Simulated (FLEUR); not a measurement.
Equation of state of rock-salt SrTe (space group 225): energy against volume (FLEUR, PBE)

```
SrTe
1.0
    0.00000     3.27079     3.27079
    3.27079     0.00000     3.27079
    3.27079     3.27079     0.00000
Sr Te
1 1
Direct
  0.00000   0.00000   0.00000
  0.50000   0.50000   0.50000
```

Computed with FLEUR with PBE, all-electron FLAPW (FLEUR), scalar-relativistic valence. Settings: Kmax = 4.33 1/bohr; GmaxXC = 17.3 1/bohr; xcFunctional = pbe; jspins = 1; l_soc = F; mode = hist; fermiSmearingEnergy = 0.00036749 Htr; mesh (inpgen div1-3) = 9 9 9; inpgen gamma flag = false; Gmax = 17.3 1/bohr; numbands = 0; maxIterBroyd = 40; imix = Anderson; alpha = 0.05; precondParam = 0; minDistance = 1e-05 me/bohr^3. The cell above is the first row's. The rows scale it uniformly. In all rows fractional positions and the k mesh are held. E is the free energy at the stated smearing, counted from the lowest row.

| V (Å^3/atom) | E (meV/atom) |
|---|---|
| 34.991 | ? |
| 35.752 | 14.16 |
| 36.512 | 5.81 |
| 37.273 | 1.21 |
| 38.034 | 0.00 |
| 38.794 | 1.84 |
| 39.555 | 6.42 |
| 40.316 | 13.47 |
| 41.077 | 22.75 |

### Question
Using the third-order Birch-Murnaghan form, a cubic in V^(-2/3), estimate the missing E at V = 34.991 from the other rows, showing the fit.

### Answer
With u = V^(-2/3) - 0.0879, the rows have u = 0.0042439, 0.0029607, 0.0017198, 0.0005203, -0.0006383, -0.0017611, -0.0028486, -0.0039023. Least squares gives E = 0.462 - 1455.7·u + 1096775·u² + 1600275·u³. Residuals (row less fit): 0.000, 0.002, -0.001, -0.002, 0.002, 0.001, -0.002, 0.001; standard error 0.002 (degrees of freedom: 4). Its minimum lies at u = 0.0006627, so V0 = (0.0885627)^(-3/2) = 37.94. There d²E/du² = 2200000 and d³E/du³ = 9602000, so B0 = (4/9) × 37.94^(-7/3) × 2200000 × 0.160218 = 32.4 GPa (the last factor turns the table's units into GPa), and B0' = 4 + (2/3) × 0.0885627 × (9602000)/2200000 = 4.3. At the withheld row, u = 0.0055751, so E = 0.462 - 1455.7 × 0.0055751 + 1096775 × 0.0055751² + 1600275 × 0.0055751³ = 26.713 meV/atom. The calculation gives 26.69 meV/atom, 0.023 meV/atom below the prediction (0.1 % of the range of E in the table). The row lies outside the fitted rows, so this is an extrapolation. From the scatter of the fitted rows alone, a prediction at this place has a standard error of 0.007 meV/atom, so the miss is 3.5 times that.

Carrying the step between the two nearest rows on in a straight line would have given 22.52, off by 4.17; series whose last step already gives the withheld value aren't shown. The scan was laid around a cell of about the measured size, scaled by a guess for this functional. The runs keep the symmetry of the cell, so they don't test it for distortions. Values depend on the basis (sphere radii, cutoffs, local orbitals), which need not be converged. Spin-orbit coupling is off. Cutoffs and mesh are single choices, not tested for convergence of this quantity. Series with a scatter that would blur these digits, or in which a gap closes, are not shown. Nor are scans whose minimum lies at an end fitted in this form.

Terms beyond the fitted order, or numerical noise in single rows, can give a miss of this size; the table doesn't tell which.
